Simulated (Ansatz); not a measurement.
## CdTe: uniaxial strain ε_zz = −2.00 %

The parent structure is CdTe in the zinc blende structure (space group F-43m, No. 216; a = 6.5578 Å). Axes: x, y, z lie along the cube axes.

The change: the cell is compressed by 2.00 % along z with no lateral relaxation; the atoms relax in the strained cell.

Calculations: r2SCAN (Ansatz, an electronic-structure program; PAW; 500 eV plane waves; without spin-orbit coupling). k-mesh 9×9×9 (Γ-centred); smearing 0.05 eV (Fermi–Dirac).

```tsv
quantity	base	changed	shift
volume per atom	35.25 Å³	34.55 Å³	-0.705 Å³
shortest interatomic distance	2.840 Å	2.821 Å	-0.019 Å
energy relative to the base (free energy F)	0 meV/atom	+2.3 meV/atom	+2.3 meV/atom
pressure (mean of the normal stresses, compression positive)	0.00 GPa	0.84 GPa	+0.846 GPa
band gap	1.17 eV	1.19 eV	+0.02 eV
gap character	direct at Γ	direct at Γ	–
electron mass	0.090 mₑ (at Γ)	0.093 mₑ (at Γ)	–
hole mass	–	0.094 mₑ along z, 0.52 mₑ across (at Γ)	–
valence-band top at Γ (three highest levels, from the VBM)	0.00, 0.00, 0.00 eV	0.00, -0.06, -0.06 eV	–
valley order (the lowest conduction-band minima on the path, energy above the VBM, named in the base's zone)	Γ 1.17 eV; L along ⟨111⟩ 2.20 eV	Γ 1.19 eV; L along [1-11] 2.18 eV	–
stress (xx, yy, zz, yz, xz, xy; compression positive)	–	(0.74, 0.74, 1.05, 0.00, 0.00, 0.00) GPa	–
```

Final structure:

```yaml
crystal:
  lattice:
    - [0.00000, 3.27889, 3.21331]
    - [3.27889, 0.00000, 3.21331]
    - [3.27889, 3.27889, 0.00000]
  atoms:
    - { symbol: Cd, position: [0.00000, 0.00000, 0.00000] }
    - { symbol: Te, position: [0.25000, 0.25000, 0.25000] }
```

Spin-orbit coupling, missing from the scalar runs, can matter with Te. Masses are band curvatures over ±0.01 Å⁻¹ around the edge. Whether these cells are dynamically stable was not tested. Labels are those of the standard path for the cell's own space group.
